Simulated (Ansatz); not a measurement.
# Al2O3, response to strain

Base system: Al$_{2}$O$_{3}$ in the corundum structure (space group R-3c, No. 167).

```xyz
10
Lattice="2.4044 1.3882 4.3746 -2.4044 1.3882 4.3746 0.0000 -2.7764 4.3746" Properties=species:S:1:pos:R:3 pbc="T T T"
Al     0.0000     0.0000     8.5023
Al     0.0000     0.0000     1.9404
Al     0.0000     0.0000     4.6215
Al     0.0000     0.0000    11.1835
O      0.7362     1.5013     5.4683
O     -1.6682    -0.1131     5.4683
O     -0.7362    -1.5013     7.6556
O     -0.9321     1.3882     7.6556
O      1.6682     0.1131     7.6556
O      0.9321    -1.3882     5.4683
```

Cartesian axes are those of the cell as printed.

Strains are applied to the cell and any free atomic positions relax.

Calculations: PBE/PAW in Ansatz (a quantum-chemistry and plane-wave program), no spin-orbit coupling.

Notes on the quantities. energy relative to the base: free energy F.

| case | electron mass | energy relative to the base | volume per atom | band gap |
|---|---|---|---|---|
| base | 0.38 mₑ along c, 0.36 mₑ across (at Γ) | 0 meV/atom | 8.76 Å³ | 5.85 eV |
| uniaxial strain ε_zz = +0.75 % | 0.37 mₑ (at Γ) | +0.7 meV/atom | 8.83 Å³ | 5.77 eV |
| uniaxial strain ε_zz = +1.50 % | 0.36 mₑ (at Γ) | +2.8 meV/atom | 8.89 Å³ | 5.66 eV |
| uniaxial strain ε_zz = +2.25 % | 0.36 mₑ (at Γ) | +6.1 meV/atom | 8.96 Å³ | 5.55 eV |
| uniaxial strain ε_zz = +3.00 % | 0.36 mₑ (at Γ) | +11 meV/atom | 9.02 Å³ | 5.44 eV |

Masses are band curvatures over ±0.01 Å⁻¹ around the edge. Whether these cells are dynamically stable was not tested.
